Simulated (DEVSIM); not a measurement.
Device: abrupt Si n-p junction, at 300 K.

| layer (left to right) | material | thickness (μm) | Nd (cm⁻³) | Na (cm⁻³) | τn (s) | τp (s) |
|---|---|---|---|---|---|---|
| 1 | Si | 17.0 | 8.7e16 | - | 1e-7 | 1e-7 |
| 2 | Si | 0.460 | - | 1.3e14 | 1e-7 | 1e-7 |

Left contact: ohmic. Right contact: ohmic. Voltage is applied to the left contact. Recombination: SRH at mid-gap, radiative. Mobility is μmin + (μ − μmin)/(1 + (N/Nref)^α).

Constants are typed, rounded textbook-type inputs, not results; the design itself was drawn at random and stands for no fabricated device. Values at 300 K.

```csv
parameter,Si
gap (eV),1.124
affinity (eV),4.05
permittivity,11.7
Nc (cm⁻³),2.86e19
Nv (cm⁻³),3.1e19
μn (cm²/Vs),1417
μp (cm²/Vs),470
"μn,min",52
"μp,min",45
"Nref,n",9.7e16
"Nref,p",2.2e17
αn,0.68
αp,0.72
B (cm³/s),4.7e-15
```

Model (solved in DEVSIM): 1D drift-diffusion, Boltzmann statistics, complete ionisation; no tunnelling, impact ionisation, image-force lowering or self-heating.

The thickness of layer 2 was swept, all else fixed.

```
thickness of layer 2 (μm)  dark forward voltage at 1 A/cm² (V)  largest field in the device at zero bias (V/cm)  dark forward voltage at 100 A/cm² (V)
-------------------------  -----------------------------------  -----------------------------------------------  -------------------------------------
0.092                                                    0.311                                            56000                                  0.460
0.16                                                     0.325                                            37000                                  0.479
0.28                                                     0.341                                            25000                                  0.501
0.46                                                     0.359                                            20000                                  0.535
0.78                                                     0.382                                            17000                                  0.580
1.4                                                      0.418                                            17000                                  0.620
2.3                                                      0.447                                            16000                                  0.646
```

From the first row to the last the dark forward voltage at 1 A/cm² goes from 0.311 to 0.447. From the first row to the last the largest field in the device at zero bias goes from 56000 to 16000.
